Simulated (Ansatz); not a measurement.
## SnTe: stress against strain

SnTe (rock salt, Fm-3m, 31.094 Å³/atom at rest) under an equal strain ε in the (001) plane with the normal axis free, as in a coherent film. PBEsol in Ansatz, a plane-wave DFT program (PAW, default set), 420 eV, 13×13×13 Γ-centred mesh, Fermi-Dirac smearing 0.05 eV; ions are relaxed within the symmetry of each cell. Stress is positive for a compressed cell.

Here s stands for strain and y for stress xx.

```
strain (%)  stress xx (GPa)
----------  ---------------
-3.00                     ?
-1.50                  2.29
-1.00                  1.48
-0.50                  0.71
0.00                  -0.01
0.50                  -0.68
1.00                  -1.31
1.50                  -1.90
```

### Question
Fit y against s with a straight line, and predict the withheld value at s = -3.00.

### Answer
Means: s 0, y 0.083. About the means, the sum of products is -9.7700 and the sum of squares of s is 7.0000; the slope is their ratio. Least squares gives y = 0.083 - 1.3957·s. Residuals (row less fit): 0.113, 0.001, -0.071, -0.093, -0.065, 0.003, 0.111; standard error 0.093 (degrees of freedom: 5). The slope gives the biaxial elastic modulus of this plane = 140 ± 4 GPa. At the withheld row, y = 0.083 - 1.3957 × (-3.0) = 4.270 GPa. The calculation gives 5.02 GPa, 0.750 GPa above the prediction (10.8 % of the range of y in the table). The row lies outside the fitted rows, so this is an extrapolation. From the scatter of the fitted rows alone, a prediction at this place has a standard error of 0.145 GPa, so the miss is 5.2 times that.

One order more, fitted to all 13 runs of the series, follows each within 0.02, so the miss is the next term of a smooth law. This level leaves no gap over 0.05 eV at strain -3.00, where the mesh may be coarse. SnTe stands in this structure, which distorts at low temperature. Rows are the converged runs of the series near zero and its far end; series whose fitted rows scatter by over a few per cent of the range, as at a crossing or softening among them, aren't shown in this form. Most that stay on the fit to the last digits aren't either.
